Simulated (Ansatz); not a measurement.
Pressure series in hypothetical anti-perovskite Mg3PbO

The reference is Mg₃PbO in the anti-perovskite structure (space group Pm-3m, No. 221; a = 4.385 Å; a hypothetical phase, not in the database extracts checked).

Cell and atoms are relaxed at each pressure.

All numbers come from plane-wave PAW DFT at the PBEsol level (Ansatz, a program for electronic structure, 420 eV), spin-orbit coupling left out.

| P (GPa) | V (Å³/atom) |
|---|---|
| -2.00 | 17.392 |
| -1.00 | 17.115 |
| 0.29 | 16.789 |
| 0.69 | 16.695 |
| 1.48 | 16.516 |
| 3.00 | 16.200 |
| 5.00 | 15.826 |
| 7.50 | 15.414 |
| 10.00 | 15.051 |

A third-order Birch–Murnaghan fit to these points gives V₀ = 16.86 Å³/atom, B₀ = 69 GPa and B₀′ = 4.3. At pressure 10 GPa the volume is 89.3 % of V₀.

Load acts through the strain it causes; cell and atoms are relaxed under it. No phonon test of stability was made. No other phases were tried under pressure. All final runs are without spin polarisation.
